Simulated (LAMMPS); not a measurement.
Simulation of a melt of CdSe (zinc blende), 64 atoms, cooled from 2250 K to 300 K at 1e+14 K/s, at zero pressure.

Computed with classical MD, pair style bop, file CdTeSe.bop.table, run in LAMMPS.

| angle (°) | probability per degree, Se-Cd-Se | probability per degree, Cd-Se-Se | probability per degree, Cd-Se-Cd |
|---|---|---|---|
| 55.50 | 0.0000 | 0.0000 | 0.0000 |
| 58.50 | 0.0000 | 0.0000 | 0.0003 |
| 61.50 | 0.0000 | 0.0000 | 0.0004 |
| 64.50 | 0.0000 | 0.0000 | 0.0025 |
| 67.50 | 0.0003 | 0.0000 | 0.0044 |
| 70.50 | 0.0010 | 0.0000 | 0.0071 |
| 73.50 | 0.0019 | 0.0000 | 0.0078 |
| 76.50 | 0.0034 | 0.0000 | 0.0084 |
| 79.50 | 0.0048 | 0.0000 | 0.0109 |
| 82.50 | 0.0062 | 0.0006 | 0.0177 |
| 85.50 | 0.0116 | 0.0012 | 0.0177 |
| 88.50 | 0.0200 | 0.0024 | 0.0196 |
| 91.50 | 0.0242 | 0.0066 | 0.0173 |
| 94.50 | 0.0240 | 0.0115 | 0.0140 |
| 97.50 | 0.0209 | 0.0218 | 0.0132 |
| 100.5 | 0.0216 | 0.0411 | 0.0132 |
| 103.5 | 0.0203 | 0.0502 | 0.0162 |
| 106.5 | 0.0221 | 0.0405 | 0.0180 |
| 109.5 | 0.0209 | 0.0357 | 0.0157 |
| 112.5 | 0.0190 | 0.0242 | 0.0144 |
| 115.5 | 0.0180 | 0.0248 | 0.0164 |
| 118.5 | 0.0177 | 0.0181 | 0.0162 |
| 121.5 | 0.0129 | 0.0163 | 0.0124 |
| 124.5 | 0.0131 | 0.0103 | 0.0094 |
| 127.5 | 0.0110 | 0.0073 | 0.0065 |
| 130.5 | 0.0090 | 0.0073 | 0.0060 |
| 133.5 | 0.0062 | 0.0024 | 0.0045 |
| 136.5 | 0.0051 | 0.0006 | 0.0033 |
| 139.5 | 0.0022 | 0.0000 | 0.0039 |
| 142.5 | 0.0027 | 0.0000 | 0.0052 |
| 145.5 | 0.0015 | 0.0012 | 0.0036 |
| 148.5 | 0.0010 | 0.0006 | 0.0044 |
| 151.5 | 0.0012 | 0.0018 | 0.0046 |
| 154.5 | 0.0008 | 0.0018 | 0.0049 |
| 157.5 | 0.0010 | 0.0012 | 0.0048 |
| 160.5 | 0.0013 | 0.0012 | 0.0033 |
| 163.5 | 0.0016 | 0.0012 | 0.0015 |
| 166.5 | 0.0010 | 0.0000 | 0.0016 |
| 169.5 | 0.0012 | 0.0000 | 0.0010 |
| 172.5 | 0.0014 | 0.0006 | 0.0006 |
| 175.5 | 0.0008 | 0.0006 | 0.0003 |
| 178.5 | 0.0004 | 0.0000 | 0.0000 |

The data show:
- state found: glass
- most common Se-Cd-Se angle: in the 3° bin centred on 91.5° (mean of all 108°)
- most common Cd-Se-Se angle: in the 3° bin centred on 103.5° (mean of all 110°)
